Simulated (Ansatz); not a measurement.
Base system: BN in the zinc blende structure (space group F-43m, No. 216; a = 3.605 Å). Axes: x, y, z lie along the cube axes.

Computed with PBEsol, PAW, 420 eV (Ansatz, a quantum-chemistry and plane-wave program; no spin-orbit coupling), earlier PAW set.

Before the change:

| Property | Value |
|---|---|
| Electron mass | 0.89 mₑ along k, 0.29 mₑ across (at X) |
| Volume per atom | 5.86 Å³ |
| Band gap | 4.29 eV |
| Smallest direct gap | 8.80 eV |

Modification: uniaxial stress, 3 GPa compression along x; all other stress components relax to zero.

Question: What does the calculation give for the electron mass, volume per atom, band gap and smallest direct gap after the change?

Answer: The electron mass goes from 0.89 mₑ along k, 0.29 mₑ across (at X) to 0.88 mₑ along k, 0.29 mₑ across (at X); the volume per atom stays essentially unchanged (5.86 Å³ against 5.84 Å³); the band gap shrinks by 0.087 eV to 4.21 eV; the smallest direct gap drops by 0.04 eV to 8.76 eV.

Load acts through the strain it causes; cell and atoms are relaxed under it. Effective masses come from finite differences of ±0.01 Å⁻¹. Along k means along the line from Γ to the band edge. Beyond what the load breaks, stability against distortions was not tested.
